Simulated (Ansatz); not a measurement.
Results of r²SCAN-D4 (PAW; Ansatz, an electronic-structure program) for fluorite NdH2.

Numerical settings: plane-wave cutoff 500 eV, 12×12×12 k mesh, Fermi–Dirac smearing 0.05 eV, spin-polarised start, scalar-relativistic PAW data made under PBE.

Computed at the level's own relaxed cell.

**Question.** What does this level give for the equilibrium volume per atom and lattice parameter a?

**Answer.** 
equilibrium volume per atom: 13.60 Å³/atom
lattice parameter a: 5.465 Å

Note: the magnetic order was assumed, not searched for or taken from measurement; the relaxation could not lower the start's symmetry, so the cell can be a saddle point above a distorted one; the 4f shell is treated without U or exact exchange, so its levels and filling can be wrong.

Spin–orbit coupling is not included.

Computed values are for the static lattice.

Computing time: roughly 100 core-seconds.
